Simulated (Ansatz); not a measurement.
# Lattice parameter c of HgSe (model structure, started from the h-BN type, P6₃/mmc, No. 194, 4 atoms in the cell) at several levels of theory

No measured value is used here.

```json
[
 {"level (code)": "PBE (Ansatz)", "value (Å)": "[?]"},
 {"level (code)": "PBEsol (Ansatz)", "value (Å)": "6.189"},
 {"level (code)": "PBE-D3(BJ) (Ansatz)", "value (Å)": "6.288"}
]
```

Problem. Fill in the missing entries.

Solution. 
- PBE (Ansatz, a program for electronic structure), value (Å): 6.660

Density-functional levels without +SOC have no spin–orbit coupling. Ansatz's density-functional and Hartree–Fock values are scalar-relativistic unless marked +SOC, with PAW data made under PBE.

A model structure was made by putting elements into a prototype or built by hand; it is no filed structure, need not be a known phase, and can be a saddle point held by its symmetry.
